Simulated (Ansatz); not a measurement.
Band structure of LaRu₂Si₂ (I4/mmm, 5 atoms in the cell).

```
La(SiRu)2
1.0
   -2.10980     2.10980     4.97530
    2.10980    -2.10980     4.97530
    2.10980     2.10980    -4.97530
La Ru Si
1 2 2
Direct
  0.00000   0.00000   0.00000
  0.75000   0.25000   0.50000
  0.25000   0.75000   0.50000
  0.37500   0.37500   0.00000
  0.62500   0.62500   0.00000
```

Method of the run: PBEsol, default PAW files made with PBE (plane waves; Ansatz, an electronic-structure program).

Settings: basis.ecutwfc = 420 eV; kpoints.mp_grid.grid = 8 8 8; kpoints.mp_grid.shift = 0.5 0.5 0.5; hamiltonian.xc = pbesol; hamiltonian.pseudopotentials = {kind: paw} (the program's default PAW files); scf.occupations.method = methfessel_paxton; scf.occupations.width = 0.05 eV; kpoints.band_path.npoints = 10.

The starting cell comes from a database of published, mostly measured structures (it also holds non-ambient and calculated ones), without a prior relaxation at this level. Spin polarisation is off.

Levels in eV from the Fermi level, bands 22 to 29:
```csv
point,22,23,24,25,26,27,28,29
Γ,-1.02,-0.64,-0.43,-0.33,-0.33,0.14,1.42,1.75
X,-1.95,-1.19,-0.70,-0.55,-0.49,-0.01,1.75,1.97
Y,-2.01,-1.42,-1.15,-0.55,0.02,0.20,1.77,1.98
S,-1.60,-1.46,-1.20,-1.14,0.81,0.88,1.41,2.60
Z,-2.03,0.11,0.63,0.63,0.99,1.42,2.39,2.45
S1,-1.60,-1.46,-1.20,-1.14,0.81,0.88,1.41,2.60
N,-1.63,-1.50,-1.39,-1.04,-0.44,0.62,2.00,2.61
P,-1.96,-1.16,-0.52,-0.52,-0.35,-0.35,1.88,1.88
Y1,-2.01,-1.42,-1.15,-0.55,0.02,0.20,1.77,1.98
```

Bands cross the Fermi level along this path, so the cell is metallic at this level.

Keys are those of Ansatz 0.2.
